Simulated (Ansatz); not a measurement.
An Ansatz (a first-principles code) input (Kohn–Sham DFT with the r2SCAN functional, run in Ansatz with PAW and 500 eV plane waves, scalar-relativistic without spin-orbit coupling):

Ansatz 0.2 input:
```yaml
crystal:
  lattice:
    - [0, 2.5830335547, 2.5727014205]
    - [2.5830335547, 0, 2.5727014205]
    - [2.5830335547, 2.5830335547, 0]
  atoms:
    - { symbol: Ge, position: [0, 0, 0] }
    - { symbol: Pd, position: [0.5, 0.5, 0.5] }
basis: { ecutwfc: 500, ecutrho_ratio: 4, xc_grid: 4, fft_grid_basis: typed }
kpoints: { mp_grid: { grid: [16, 16, 16] } }
hamiltonian:
  xc: r2scan
  dispersion: none
  pseudopotentials: { kind: paw }
scf: { occupations: { method: fermi_dirac, width: 0.05 }, convergence: { dr2_threshold: 0.0000000002 } }
relax: { f_tol: 0.005, max_steps: 50 }
output: { forces: true, stress: true }
checkpoint: { write: state.ck, write_every: 1000 }
```

Which symmetry and how many k-points will the program report, and about how many plane waves at Γ?

Space group I4/mmm (ITA 139) with 16 operations, k-points 349 of 4096, and 893 plane waves at Γ.

And the final pressure?

0.49 GPa (compression positive).

The cells carry an imposed strain or load. Whether these cells are dynamically stable was not tested. The final runs are not spin-polarised. The cell was made from PdGe in the rock salt structure (space group Fm-3m, No. 225; a hypothetical phase, not in the database extracts checked) by this change: uniaxial strain ε_zz = −0.40 %.
